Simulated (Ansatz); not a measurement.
Ansatz (a quantum-chemistry and plane-wave program), DFT, PBE, plane waves, its default PAW files: cubic perovskite SrTiO3, atoms displaced (Sr8Ti8O24), 40 atoms. Basis and mesh were picked for this test and aren't claimed converged.

Ansatz 0.2 input:
```yaml
crystal:
  lattice:
    - [7.81, 0.0, 0.0]
    - [0.0, 7.81, 0.0]
    - [0.0, 0.0, 7.81]
  atoms:
    - { symbol: Sr, position: [0.004247, 0.994265, 0.998734] }
    - { symbol: Sr, position: [0.997705, 0.000429, 0.498157] }
    - { symbol: Sr, position: [0.001097, 0.501266, 0.999959] }
    - { symbol: Sr, position: [0.004592, 0.493901, 0.492765] }
    - { symbol: Sr, position: [0.495845, 0.007176, 0.009934] }
    - { symbol: Sr, position: [0.500989, 0.000835, 0.501658] }
    - { symbol: Sr, position: [0.494618, 0.499164, 0.995808] }
... (30 lines of coordinates left out) ...
    - { symbol: O, position: [0.750065, 0.748698, 0.506021] }
    - { symbol: O, position: [0.501197, 0.74696, 0.745736] }
    - { symbol: O, position: [0.75373, 0.496055, 0.748697] }
kpoints:
  mp_grid: { grid: [2, 2, 2] }
hamiltonian:
  xc: pbe
  pseudopotentials: { kind: paw }
scf:
  occupations: { method: fixed }
output:
  forces: true
```

The program reports k-points after symmetry: 8, bands at the start: 200, electrons: 320, plane waves at Γ: 9315, cutoff (eV): 420, FFT grid: 54×54×54, symmetry operations: 1.

Machine: one whole node with four NVIDIA GB200 cards and two Grace (Neoverse V2) sockets of 72 cores, of which 136 in all may be used; each card has its host threads on the socket beside it.

Times are medians of repeated runs, from launch to exit, start-up of the cards included. No other job ran on the node; its own services took about 4 cores, and under one core (or 1.5 %) of those that a run was pinned to. Processes are pinned to neighbouring cores unless said otherwise. The build: release build for Arm (Neoverse V2), with CUDA, one process with threads; another build can shift the numbers. Scratch files lie in a memory file system.

Started as
```bash
OMP_NUM_THREADS=32 ANSATZ_TIMINGS=1 ansatz run --backend cuda --devices 1 --threads 32 --max-ram 600GiB --events-out run.ndjson --runs-dir run.runs --progress --plain run.yaml
```
(1 card, 32 host threads) it takes 1.1 s and 7 SCF iterations.

### Question
Estimate the wall time with 1 card, 4 host threads.

### Answer
About 1.2 s (5 runs within 14 %): level within 8 % or the scatter of repeats. As resolved by the program: eigensolver slots 8 against 4. Launch, exit and the like take 0.53 s of the 1.1 s. Change in the result: energy equal as printed, forces (largest component) equal as printed.
